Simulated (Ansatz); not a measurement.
# CdS: response to strain

The parent structure is CdS in the wurtzite structure (space group P6_3mc, No. 186; a = 4.197 Å, c = 6.829 Å).

Strains are applied to the cell and any free atomic positions relax.

All numbers come from Ansatz (a program for electronic structure) PBE, scalar-relativistic without spin-orbit coupling.

Notes on the quantities. energy relative to the base: free energy F.

```json
[
 {"isotropic strain (%)": "-4.45", "energy relative to the base (meV/atom)": "90.6"},
 {"isotropic strain (%)": "-2.01", "energy relative to the base (meV/atom)": "16.9"},
 {"isotropic strain (%)": "0", "energy relative to the base (meV/atom)": "0.0"},
 {"isotropic strain (%)": "1.41", "energy relative to the base (meV/atom)": "?"},
 {"isotropic strain (%)": "5.22", "energy relative to the base (meV/atom)": "88.6"}
]
```

Fit ΔE = Aε² + Bε³ (ε in %) to the rows shown and predict the withheld row.

Least squares on the printed values gives A = 3.96 and B = -0.14 meV/atom (largest residual 0.2 meV/atom); this predicts 7.5 meV/atom, and the run gives 7.4 meV/atom, in agreement.

Whether these cells are dynamically stable was not tested.
